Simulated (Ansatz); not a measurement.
An Ansatz (an electronic-structure program) run: PtTe2 with a change (isotropic strain −2.00 %); PBEsol-D3(BJ) in Ansatz (plane waves to 420 eV, PAW, no spin-orbit coupling).

Input:

Ansatz 0.2 input:
```yaml
crystal:
  lattice:
    - [3.9288289648, 0, 0]
    - [-1.9644144824, 3.4024656906, 0]
    - [0, 0, 4.8608013153]
  atoms:
    - { symbol: Te, position: [0.3333333333, 0.6666666667, 0.2704188696] }
    - { symbol: Te, position: [0.6666666667, 0.3333333333, 0.7295811304] }
    - { symbol: Pt, position: [0, 0, 0] }
basis: { ecutwfc: 420, ecutrho_ratio: 4, xc_grid: 2, fft_grid_basis: typed }
kpoints: { mp_grid: { grid: [17, 17, 12] } }
hamiltonian:
  xc: pbesol
  dispersion: d3bj
  pseudopotentials: { kind: paw }
scf: { occupations: { method: fermi_dirac, width: 0.1 }, convergence: { dr2_threshold: 0.0000000003 } }
relax: { f_tol: 0.005, max_steps: 50 }
output: { forces: true, stress: true }
checkpoint: { write: state.ck, write_every: 1000 }
```

Output (explanatory and most iteration lines left out):

```
Relaxation: its limit of steps is 50 (relax.max_steps)
Pseudopotential: Te, paw, valence charge 16
Pseudopotential: Pt, paw, valence charge 18
Crystal: 3 atoms, lattice volume = 64.978 Å³
Basis set: ecut = 420 eV, 1265 PW (Γ), exchange–correlation on 54×54×72 points (8 copies of the dense FFT grid, shifted against one another)
Bands: 30, of which v1, the nominal top of the filled ones, is band 25 counted from 1 (24 counted from 0)
Symmetry: 12 space group operations
Space group: P-3m1 (ITA 164), of the structure as read, at distance tolerance 4.0e-5 Å
k-points: 351 of 3468
Functional: x = pbesol(κ = 0.804, μ = 0.12345679012345678), c = pbesol(β = 0.046)
SCF iter   1: F=—  HF=-26189.640432 eV  |F-HF|=—  |Δ(HF+E_count)|=         —  Δρ=5.59e-3  dr2=2.40e-2  ethr=1.77e-3  ⟨swp⟩=6.1  Hψ=44502  notcnv=0
SCF iter   2: F=—  HF=-26189.634722 eV  |F-HF|=—  |Δ(HF+E_count)|=   5.71e-3  Δρ=1.99e-3  dr2=2.64e-3  ethr=4.81e-5  ⟨swp⟩=2.2  Hψ=17720  notcnv=0
SCF 1 converged in 9 iterations: F = -26189.634127 eV  dr2 = 1.51e-10
relax step   1: F+E_penalty+E_count = -26189.63412747 eV  Δ(F+E_penalty+E_count) = +0.000e0 eV  max|allowed force component| = 6.078e-1 eV/Å  Δτ_max = 0.0000 Å  (9 SCF iters, accepted)
Crystal: 3 atoms, lattice volume = 64.978 Å³
SCF iter   1: F=—  HF=-26189.403135 eV  |F-HF|=—  |Δ(HF+E_count)|=         —  Δρ=1.05e-2  dr2=7.38e-2  ethr=1.42e-4  ⟨swp⟩=1.1  Hψ=50178  notcnv=0  defer=2
SCF iter   2: F=—  HF=-26189.393026 eV  |F-HF|=—  |Δ(HF+E_count)|=   1.01e-2  Δρ=4.81e-3  dr2=9.15e-3  ethr=1.42e-4  ⟨swp⟩=2.0  Hψ=11585  notcnv=0  defer=2
SCF 2 converged in 10 iterations: F = -26189.392410 eV  dr2 = 2.70e-11
relax step   2: F+E_penalty+E_count = -26189.39240966 eV  Δ(F+E_penalty+E_count) = +2.417e-1 eV  max|allowed force component| = 2.076e0 eV/Å  Δτ_max = 0.1668 Å  (10 SCF iters, rejected (line search))
Crystal: 3 atoms, lattice volume = 64.978 Å³
SCF iter   1: F=—  HF=-26189.664802 eV  |F-HF|=—  |Δ(HF+E_count)|=         —  Δρ=8.45e-3  dr2=4.84e-2  ethr=9.03e-4  ⟨swp⟩=6.0  Hψ=36014  notcnv=0  defer=5
SCF iter   2: F=—  HF=-26189.657774 eV  |F-HF|=—  |Δ(HF+E_count)|=   7.03e-3  Δρ=3.77e-3  dr2=5.83e-3  ethr=9.69e-5  ⟨swp⟩=1.1  Hψ=13376  notcnv=0  defer=2
SCF 3 converged in 10 iterations: F = -26189.657159 eV  dr2 = 3.41e-11
relax step   3: F+E_penalty+E_count = -26189.65715930 eV  Δ(F+E_penalty+E_count) = -2.303e-2 eV  max|allowed force component| = 2.843e-2 eV/Å  Δτ_max = 0.0363 Å  (10 SCF iters, accepted)
Crystal: 3 atoms, lattice volume = 64.978 Å³
SCF iter   1: F=—  HF=-26189.657210 eV  |F-HF|=—  |Δ(HF+E_count)|=         —  Δρ=1.08e-4  dr2=6.00e-6  ethr=1.87e-7  ⟨swp⟩=2.4  Hψ=21877  notcnv=0  defer=3
SCF iter   2: F=—  HF=-26189.657211 eV  |F-HF|=—  |Δ(HF+E_count)|=   1.11e-6  Δρ=5.45e-5  dr2=1.13e-6  ethr=1.20e-8  ⟨swp⟩=1.7  Hψ=13941  notcnv=0  defer=3
SCF 4 converged in 6 iterations: F = -26189.657210 eV  dr2 = 1.61e-10
relax step   4: F+E_penalty+E_count = -26189.65721032 eV  Δ(F+E_penalty+E_count) = -5.102e-5 eV  max|allowed force component| = 2.541e-4 eV/Å  Δτ_max = 0.0018 Å  (6 SCF iters, accepted)
SCF converged after 6 iterations
Free energy (F): -26189.657210 eV
Internal energy: -26189.619962 eV  (E = F + TS)
E sigma→0 (E₀):  -26189.638586 eV
Entropy (-TS):   -0.037249 eV (-12.416 meV/atom)
Fermi energy:    16.107942 eV
  E_disp       = -1.794120  (pairwise vdW)
--- Forces (eV/Å), atoms counted from 1 ---
  atom   1  Te     0.00000000    -0.00000000    -0.00025415
  atom   2  Te     0.00000000     0.00000000     0.00025415
  atom   3  Pt    -0.00000000    -0.00000000     0.00000000
--- Stress (GPa, compression-positive) ---
        7.308394       0.000000       0.000000
        0.000000       7.308394       0.000000
        0.000000       0.000000       5.455149
  P = ⅓ Tr σ = 6.6906 GPa (66.906 kbar)
--- Relaxed structure (4 steps of the walk, 3 accepted, 0 SCFs on fresh bases) ---
  atoms:
    - { symbol: Te, position: [0.33333333333333326, 0.6666666666666665, 0.2782613285422063] }
    - { symbol: Te, position: [0.6666666666666665, 0.33333333333333326, 0.7217386714577936] }
    - { symbol: Pt, position: [3.9308297919236966e-37, 7.861659583847393e-37, 1.4870006022434176e-20] }
```

No phonon test of stability was made. The final runs are not spin-polarised. The cell was made from PtTe₂ (space group P-3m1, No. 164; layered) by this change: isotropic strain −2.00 %.
